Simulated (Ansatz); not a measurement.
This Ansatz (an electronic-structure program) input is the reference run, Sn in the diamond structure (space group Fd-3m, No. 227), computed with DFT with r2SCAN, PAW potentials and a 500 eV plane-wave cutoff in Ansatz, no spin-orbit coupling:

Ansatz 0.2 input:
```yaml
crystal:
  lattice:
    - [0, 3.2832369194, 3.2832369194]
    - [3.2832369194, 0, 3.2832369194]
    - [3.2832369194, 3.2832369194, 0]
  atoms:
    - { symbol: Sn, position: [0, 0, 0] }
    - { symbol: Sn, position: [0.25, 0.25, 0.25] }
basis: { ecutwfc: 500, ecutrho_ratio: 4, xc_grid: 4, fft_grid_basis: typed }
kpoints: { mp_grid: { grid: [12, 12, 12] } }
hamiltonian:
  xc: r2scan
  dispersion: none
  pseudopotentials: { kind: paw }
scf: { occupations: { method: fermi_dirac, width: 0.05 }, convergence: { dr2_threshold: 0.0000000002 } }
output: { forces: true, stress: true }
checkpoint: { write: state.ck, write_every: 1000 }
```

Question: Write the input for this change: uniaxial strain ε_zz = −1.50 %, all other strain components held at zero; the atoms relax in the strained cell.

Answer: 
Ansatz 0.2 input:
```yaml
crystal:
  lattice:
    - [0, 3.2832369194, 3.2339883656]
    - [3.2832369194, 0, 3.2339883656]
    - [3.2832369194, 3.2832369194, 0]
  atoms:
    - { symbol: Sn, position: [0, 0, 0] }
    - { symbol: Sn, position: [0.25, 0.25, 0.25] }
basis: { ecutwfc: 500, ecutrho_ratio: 4, xc_grid: 4, fft_grid_basis: typed }
kpoints: { mp_grid: { grid: [12, 12, 12] } }
hamiltonian:
  xc: r2scan
  dispersion: none
  pseudopotentials: { kind: paw }
scf: { occupations: { method: fermi_dirac, width: 0.05 }, convergence: { dr2_threshold: 0.0000000002 } }
relax: { f_tol: 0.005, max_steps: 50 }
output: { forces: true, stress: true }
checkpoint: { write: state.ck, write_every: 1000 }
```
This is the input that was run.

Stability against distortions was not tested.
